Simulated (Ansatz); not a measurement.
LiF: pressure series

Consider LiF in the rock salt structure (space group Fm-3m, No. 225; a = 4.068 Å).

Cell and atoms are relaxed at each pressure.

Computed with PBE (Ansatz, an electronic-structure program), no SOC.

```csv
change,band gap,electron mass,volume per atom
base,8.83 eV,0.86 mₑ (at Γ),8.41 Å³
pressure −2 GPa,8.56 eV,0.85 mₑ (at Γ),8.69 Å³
pressure −1 GPa,8.70 eV,0.86 mₑ (at Γ),8.55 Å³
pressure 0.9 GPa,8.94 eV,0.87 mₑ (at Γ),8.31 Å³
pressure 2.1 GPa,9.08 eV,0.88 mₑ (at Γ),8.17 Å³
pressure 4.5 GPa,9.35 eV,0.90 mₑ (at Γ),7.93 Å³
pressure 15 GPa,10.35 eV,0.98 mₑ (at Γ),7.17 Å³
pressure 22.5 GPa,10.93 eV,1.0 mₑ (at Γ),6.79 Å³
pressure 30 GPa,11.46 eV,1.1 mₑ (at Γ),6.49 Å³
```

Load acts through the strain it causes; cell and atoms are relaxed under it. Effective masses come from finite differences of ±0.01 Å⁻¹. Whether these cells are dynamically stable was not tested. Competing high-pressure phases were not computed.
